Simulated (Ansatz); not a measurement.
Amorphous Hf₁₈O₃₈Ti, 57 atoms at 8.71 g/cm³, one PBE-relaxed geometry, zone centre. Methods: PBE, scalar-relativistic without spin-orbit coupling (Ansatz, a program for electronic structure); r2SCAN, scalar-relativistic without spin-orbit coupling (Ansatz); HSE06, scalar-relativistic without spin-orbit coupling (Ansatz). Plane waves to 420 eV (r2SCAN 500 eV); exact exchange is cut at the cell's faces. At PBE the levels at both edges of the gap are localised (band-tail or defect states), and the nearest spread-out levels lie 4.0 eV apart at the zone centre. All rungs ran without spin polarisation.

The cell was made by melting and quenching with the CHGNet potential and then relaxed with DFT. O atoms were pushed apart under 1.9 Å during the dynamics, to hinder bonds among them. The hot cell started wider than the set density and was brought back towards it in steps. It is the lowest in DFT energy of 2 quenches. It is a model cell: composition and starting density were chosen by hand, and all elements were melted together. No dispersion term was used. Its density started from a set value of 8.71 and ended at 8.71 g/cm³. The quench (nominally 300 K/ps over its main leg) was far faster than any real one, so the model tends to hold more defects than a real film. Values belong to this one cell and scatter from quench to quench. The volume was held where the preparation left it and the shape relaxed, at a PBE pressure of 2.5 GPa. Stress components on the final sampling reach 2.6 GPa. On a 2×2×2 Γ-centred mesh force components of up to 0.12 eV/Å stay, since the relaxation ran on the zone centre alone.

The relaxation ran on the zone centre alone. At PBE the gap between localised states is 3.29 eV on a 2×2×2 Γ-centred mesh, and the spacing at the zone centre alone 3.37 eV.

**Question.** What zone-centre spacing does r2SCAN give, roughly?

**Answer.** 3.77 eV (+0.41 eV against PBE).

**Question.** What zone-centre spacing does HSE06 give, roughly?

**Answer.** 4.99 eV (+1.62 eV against PBE).

The highest filled and the lowest empty state spread over these numbers of atoms (participation numbers): PBE: 5.7 and 3.6; r2SCAN: 5.5 and 3.1; HSE06: 5.6 and 7.6.
